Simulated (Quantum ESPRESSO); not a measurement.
Quantum ESPRESSO 7.5, DFT, PBE, plane waves, SSSP 1.1.2 efficiency PBE: bcc Li, atoms displaced (Li10), 10 atoms. Basis and mesh were picked for this test and aren't claimed converged.

```json
{
 "cell": "3.51, 3.51, 17.55 Å; 90, 90, 90°",
 "distance_to_the_nearest_atom": "2.70 to 2.95 Å",
 "task": "scf",
 "k mesh": "5×5×1",
 "ecutwfc": "45 Ry",
 "ecutrho": "360 Ry",
 "occupations": "smearing",
 "smearing": "mv",
 "degauss": "0.02 Ry",
 "conv_thr": "1e-08 Ry",
 "tprnfor": "true",
 "tstress": "false",
 "k-point pools (-nk)": "8",
 "diagonalization": "david (default)",
 "k-points computed": "13",
 "bands": "19",
 "electrons": "30",
 "G-vectors of the density": "168289",
 "FFT grid": "45×45×216"
}
```

One run each.

All on 8 ranks. Base settings, kept where nothing else is said: mixing_mode = plain (default), mixing_beta = 0.7 (default), mixing_ndim = 8 (default). The settings tried:
- mixing_mode = local-TF
- mixing_mode = local-TF, mixing_beta = 0.1
- mixing_ndim = 2
- mixing_beta = 0.1
- mixing_mode = TF, mixing_beta = 0.1
- mixing_mode = TF
- mixing_mode = TF, mixing_beta = 0.4
- mixing_beta = 0.2
- mixing_beta = 0.4
- mixing_mode = local-TF, mixing_beta = 0.2
- mixing_mode = local-TF, mixing_beta = 0.4
- mixing_mode = TF, mixing_beta = 1
- mixing_mode = TF, mixing_beta = 0.2
- mixing_beta = 1
- mixing_ndim = 16
- mixing_ndim = 4
- the base settings

Predict which of these converge in the fewest SCF iterations.

Fewest SCF iterations, with those close behind: mixing_mode = local-TF (11); mixing_mode = TF, mixing_beta = 0.4 (14). Most among those that reach the base run's result: mixing_mode = local-TF, mixing_beta = 0.2 (29). No convergence: mixing_ndim = 2 (not converged after the 100 iterations allowed).

| setting | SCF iterations | end |
|---|---|---|
| mixing_mode = local-TF | 11 | converged |
| mixing_mode = TF, mixing_beta = 0.4 | 14 | converged |
| mixing_mode = local-TF, mixing_beta = 0.4 | 15 | converged |
| mixing_beta = 0.2 | 18 | converged |
| mixing_ndim = 16 | 18 | converged |
| mixing_beta = 0.4 | 19 | converged |
| mixing_mode = TF | 19 | converged |
| the base settings | 20 | converged |
| mixing_mode = local-TF, mixing_beta = 0.1 | 21 | converged |
| mixing_beta = 0.1 | 22 | converged |
| mixing_beta = 1 | 23 | converged |
| mixing_mode = TF, mixing_beta = 0.1 | 23 | converged |
| mixing_ndim = 4 | 23 | converged |
| mixing_mode = TF, mixing_beta = 0.2 | 24 | converged |
| mixing_mode = TF, mixing_beta = 1 | 24 | converged |
| mixing_mode = local-TF, mixing_beta = 0.2 | 29 | converged |
| mixing_ndim = 2 | 100 | not converged |
